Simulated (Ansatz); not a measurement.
Cu: response to strain

The reference is Cu (space group P6_3/mmc, No. 194; a = 2.518 Å, c = 8.246 Å; a cell from a computed database, its experimental status unchecked; relaxed with 0.1 eV smearing). Axes: x lies along a and z along c of the hexagonal cell.

Strains are applied to the cell and any free atomic positions relax; under biaxial strain the out-of-plane vector relaxes too.

Level of theory: PBEsol (Ansatz, a quantum-chemistry and plane-wave program; PAW; 420 eV plane waves; no spin-orbit coupling).

Notes on the quantities. pressure: mean of the normal stresses, compression positive.

| variant | pressure | volume per atom |
|---|---|---|
| base | 0.0 GPa | 11.32 Å³ |
| biaxial strain +4.63 %, plane normal [001], relaxed out of plane | -7.3 GPa | 11.98 Å³ |
| isotropic strain −2.25 % | ? | 10.57 Å³ |
| isotropic strain +0.31 % | -1.5 GPa | 11.43 Å³ |
| isotropic strain +0.78 % | -3.7 GPa | 11.59 Å³ |
| isotropic strain +3.78 % | -14.1 GPa | 12.65 Å³ |
| tensor shear ε_xy = +1.45 % | 0.1 GPa | 11.32 Å³ |

Problem. Some entries are withheld; estimate them.

Solution. 
- isotropic strain −2.25 %, pressure: 13.6 GPa

Whether these cells are dynamically stable was not tested. All final runs are without spin polarisation. This is not the structure that Cu has at room temperature and ambient pressure.
